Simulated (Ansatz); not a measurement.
SnO: pressure series

Take SnO in the litharge type structure (space group P4/nmm, No. 129; a = 3.793 Å, c = 4.764 Å; layered, stacked along the Cartesian z axis) as the base.

Cell and atoms are relaxed at each pressure.

The values are results of DFT with r2SCAN+rVV10, PAW potentials and a 500 eV plane-wave cutoff in Ansatz (a program for electronic structure), no spin-orbit coupling, earlier PAW set, not measurements.

| pressure (GPa) | volume per atom (Å³/atom) |
|---|---|
| -2 | 18.998 |
| -1 | 17.752 |
| 0 | 17.134 |
| 0.9 | ? |
| 2.1 | 16.276 |
| 4.5 | 15.586 |
| 9 | 14.745 |
| 15 | 13.964 |
| 22.5 | 13.271 |

**Question.** Fit the third-order Birch–Murnaghan form P(V) = (3B₀/2)[(V₀/V)^(7/3) − (V₀/V)^(5/3)]·[1 + (3/4)(B₀′ − 4)((V₀/V)^(2/3) − 1)] (squares taken in P) to the rows shown and predict the withheld row.

**Answer.** Least squares on the printed values gives V₀ = 17.151 Å³/atom, B₀ = 32.0 GPa, B₀′ = 8.6; this predicts 16.723 Å³/atom, and the run gives 16.706 Å³/atom, 0.017 lower.

A case with no gap was solved on a k-mesh chosen for an insulator, which is coarse for it. Load acts through the strain it causes; cell and atoms are relaxed under it. Whether these cells are dynamically stable was not tested. Competing high-pressure phases were not computed. All final runs are without spin polarisation.
